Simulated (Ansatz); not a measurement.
The starting structures come from a database of crystals and need not be the phases stable at ambient conditions.

The decay constant κ of evanescent states in the gap governs leakage through a thin film.

Consider the following.

```
CELL_PARAMETERS angstrom
      6.38500     0.05199    -0.03281
      2.82920     8.06765    -0.05970
     -3.14696    -1.14754     5.43616
ATOMIC_POSITIONS crystal
  Cs 0.19802 0.38533 0.80198
  Cs 0.80198 0.61467 0.19802
  Cs 0.00000 0.00000 0.00000
  H  0.50000 0.00000 0.50000
  Se 0.43004 0.76592 0.56996
  Se 0.56996 0.23408 0.43004
  O  0.28821 0.74412 0.71179
  O  0.71179 0.25588 0.28821
  O  0.39557 0.98180 0.60443
  O  0.60443 0.01820 0.39557
  O  0.30234 0.68892 0.26805
  O  0.69766 0.31108 0.73195
  O  0.26805 0.31108 0.30234
  O  0.73195 0.68892 0.69766
```

Space group of this cell: C2/m. The cell was relaxed by PBE-D3(BJ); by r2SCAN its mean pressure is -2.1 GPa.

Transport runs along the normal of the first two printed cell vectors.

The gap is the functional's own, uncorrected, and κ follows it; spin-orbit coupling is left out. Mid-gap values are interpolated between the computed energies.

Question: Give the band gap and the smallest decay constant κ at mid-gap that r2SCAN (Ansatz, an electronic-structure program) yields.

Answer: Gap 4.56 eV on a 6×4×6 mesh; κ = 0.428 1/Å, at the zone centre.
